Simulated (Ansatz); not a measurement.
For GePd (model structure, from the rocksalt type, Fm-3m, No. 225), PBE-D3(BJ) (PAW; Ansatz, an electronic-structure program) gives:

| Quantity | Result |
|---|---|
| lattice constant a | 5.150 Å |
| formation enthalpy | -0.120 eV/atom |

**Question.** What does r²SCAN (PAW; Ansatz) give for the same quantities?

**Answer.** 
- lattice constant a: 5.168 Å (increases by 0.3 %)
- formation enthalpy: -0.060 eV/atom (moves by +0.060 eV/atom)

Changes are worked out from the printed values.

Unless a cell is named, each level is at its own relaxed cell (PBE-D3(BJ) 17.07, r²SCAN 17.25 Å³/atom).

Ansatz's density-functional and Hartree–Fock values are scalar-relativistic unless marked +SOC, with PAW data made under PBE.

A model structure was made by putting elements into a prototype or built by hand; it is no filed structure, need not be a known phase, and can be a saddle point held by its symmetry.
